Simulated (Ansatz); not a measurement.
**CsCl-type CuZn**

These are PBE0 (Ansatz, a program for electronic structure, PAW) values and carry that method's errors.

Run with plane-wave cutoff 460 eV, 10×10×10 k mesh, Fermi–Dirac smearing 0.05 eV, no spin polarisation, scalar-relativistic PAW data made under PBE.

Cell (relaxed at this level):

```yaml
crystal:
  lattice:
    - [2.96078, 0.00000, 0.00000]
    - [0.00000, 2.96078, 0.00000]
    - [0.00000, 0.00000, 2.96078]
  atoms:
    - { symbol: Zn, position: [0.50000, 0.50000, 0.50000] }
    - { symbol: Cu, position: [0.00000, 0.00000, 0.00000] }
```

```json
{
  "bulk modulus B0": "110 GPa",
  "pressure derivative B′ of the bulk modulus": "3.9"
}
```

Measured, for comparison: bulk modulus 116 GPa (temperature not stated, not corrected to a static lattice; as tabulated in Nepal et al. (2020), arXiv:2007.11150). Computed (rounded) less measured: bulk modulus -5 %.

Note: the run has no spin polarisation, so it can have missed a magnetic state.

Static lattice: no zero-point or thermal effects.
